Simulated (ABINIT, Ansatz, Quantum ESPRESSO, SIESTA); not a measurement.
# One structure in several programs: Tc3Pd (P-6m2, 4 atoms in the cell)

Self-consistent single point.

```
CELL_PARAMETERS angstrom
      2.68894     0.00000     0.00000
     -1.34447     2.32869     0.00000
      0.00000     0.00000     8.75923
ATOMIC_POSITIONS crystal
  Tc 0.00000 0.00000 0.00000
  Tc 0.33333 0.66667 0.75574
  Tc 0.33333 0.66667 0.24426
  Pd 0.00000 0.00000 0.50000
```

All programs got the same cell, k-point mesh and kind of occupations (in Ansatz's words: kpoints.mp_grid.grid = 14 14 4; scf.occupations.method = gaussian; scf.occupations.width = 0.136 eV); potentials, basis and cutoffs are each program's usual ones.

| code | model | pressure (GPa) | largest force (eV/Å) | k-points | cutoff |
|---|---|---|---|---|---|
| Quantum ESPRESSO | PBEsol, SSSP 1.1.2 efficiency (PBE) pseudopotentials | 8.63 | 0.154 | 72 | 60 Ry |
| Ansatz | PBEsol, PAW files | 8.51 | 0.133 | 72 | default |
| SIESTA | GGA PBEsol, numerical atomic orbitals DZP, PseudoDojo PBEsol standard norm-conserving potentials (rewritten from UPF to PSML) | 12.13 | 0.239 | 429 | grid 350 Ry |
| ABINIT | PBEsol, PAW (JTH v2.0 PBE PAW, files made for PBE) | 8.11 | 0.129 | 72 | 48 Ry |

The spread over the programs that give each value: pressure within 4.02 GPa; largest force within 0.110 eV/Å.

The starting cell comes from a database of computed structures (which also holds hypothetical and non-ambient phases and stackings), without a prior relaxation at this level. Its lattice was rescaled by a random factor within 2.5 % of one. On Ansatz's run: Spin polarisation is off. In the base run, with a pressure of about 9 GPa the cell is away from its equilibrium volume at this level.

Q: Why do the programs differ, and what cannot be compared?

A: Differences of this kind can come from the potentials, where these differ, and from what each basis and cutoff leave unconverged. The zero of total energies and Fermi levels follows the potentials and each program's conventions, so they are not compared here. SIESTA uses small atom-centred bases, whose incompleteness enters pressures, forces and empty levels differently from a plane-wave cutoff. Ansatz's pressure is given at a fixed set of plane waves, as the other plane-wave codes print theirs. The programs reduce the same mesh by symmetry to different extents, which changes the work and not the result. In the pressure, SIESTA (by 3.63) lies more than 1 GPa from the median of the plane-wave programs. In the force vectors, SIESTA (by 0.106) lies more than 0.08 eV/Å from the median of the plane-wave programs.

Left out of this page: Elk and FLEUR (not drawn, or without a comparable value).

Ansatz is a program for electronic structure.

Keys are those of Ansatz 0.2.
